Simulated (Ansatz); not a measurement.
# A computed series for SrO: response to strain

Start from SrO in the rock salt structure (space group Fm-3m, No. 225; a = 5.122 Å). Axes: x, y, z lie along the cube axes.

Strains are applied to the cell and any free atomic positions relax.

Method: Kohn–Sham DFT with the PBEsol functional, run in Ansatz (a quantum-chemistry and plane-wave program) with PAW and 420 eV plane waves, spin-orbit coupling left out.

Notes on the quantities. energy relative to the base: free energy F.

```json
[
 {"variant": "base", "band gap": "3.20 eV", "smallest direct gap": "3.26 eV", "energy relative to the base": "0 meV/atom"},
 {"variant": "tensor shear ε_xy = +1.71 %", "band gap": "3.15 eV", "smallest direct gap": "3.22 eV", "energy relative to the base": "+3.3 meV/atom"},
 {"variant": "tensor shear ε_xy = +0.57 %", "band gap": "3.18 eV", "smallest direct gap": "3.25 eV", "energy relative to the base": "+0.4 meV/atom"},
 {"variant": "tensor shear ε_xy = +2.00 %", "band gap": "3.14 eV", "smallest direct gap": "3.21 eV", "energy relative to the base": "+4.6 meV/atom"},
 {"variant": "tensor shear ε_xy = +1.14 %", "band gap": "3.17 eV", "smallest direct gap": "3.23 eV", "energy relative to the base": "+1.5 meV/atom"},
 {"variant": "tensor shear ε_xy = +1.43 %", "band gap": "3.16 eV", "smallest direct gap": "3.23 eV", "energy relative to the base": "+2.3 meV/atom"},
 {"variant": "tensor shear ε_xy = +0.29 %", "band gap": "3.19 eV", "smallest direct gap": "3.26 eV", "energy relative to the base": "+0.1 meV/atom"},
 {"variant": "tensor shear ε_xy = +0.86 %", "band gap": "3.18 eV", "smallest direct gap": "3.24 eV", "energy relative to the base": "+0.8 meV/atom"}
]
```

Gaps are Kohn–Sham eigenvalue differences; semilocal functionals usually give less than the measured gap. Stability against distortions was not tested.
